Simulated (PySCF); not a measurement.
PySCF 2.14.0, MP2 (frozen core)/cc-pvdz: FC[SiH2]/C(=C\[SiH3])O[SiH3], 19 atoms. The geometry is a generated start, not checked to be a minimum at this level.

- task: mp2
- basis: cc-pvdz
- two-electron scheme: exact four-centre integrals
- frozen core: true
- mf.init_guess: minao (default)
- mf.DIIS: CDIIS (default)
- mf.diis_space: 8 (default)
- mf.conv_tol: 1e-09 (default)
- basis functions (reference run): 179

On 4 threads, 1 BLAS thread. Build: conda-forge: OpenMP (GNU), OpenBLAS with its own threads, libcint, Libxc. One run each, on a shared machine, so no times are given.

Values of mol.max_memory tried: 8000 MB, 4000 MB, 2000 MB, 1000 MB, 500 MB, 300 MB, 200 MB.

### Question
How low can the memory setting go, and what changes on the way?

### Answer
It runs down to 200 MB, the lowest tried, with the same result. At 8000 MB: SCF integrals in memory, transformation in memory. From 1000 MB down: direct SCF, transformation through a file.

| mol.max_memory | path | peak memory |
|---|---|---|
| 8000 MB | SCF integrals in memory, transformation in memory | 1.6 GiB |
| 4000 MB | SCF integrals in memory, transformation in memory | 1.6 GiB |
| 2000 MB | SCF integrals in memory, transformation in memory | 1.6 GiB |
| 1000 MB | direct SCF, transformation through a file | 1.1 GiB |
| 500 MB | direct SCF, transformation through a file | 1.1 GiB |
| 300 MB | direct SCF, transformation through a file | 1.1 GiB |
| 200 MB | direct SCF, transformation through a file | 1.1 GiB |

Peak memory is the kernel's count for the largest process, libraries included and scratch files not. The peak passes the setting at 1000 MB, 500 MB, 300 MB, 200 MB: it is no hard cap. MP2's transformation through a file may take 2000 MB even at lower settings.
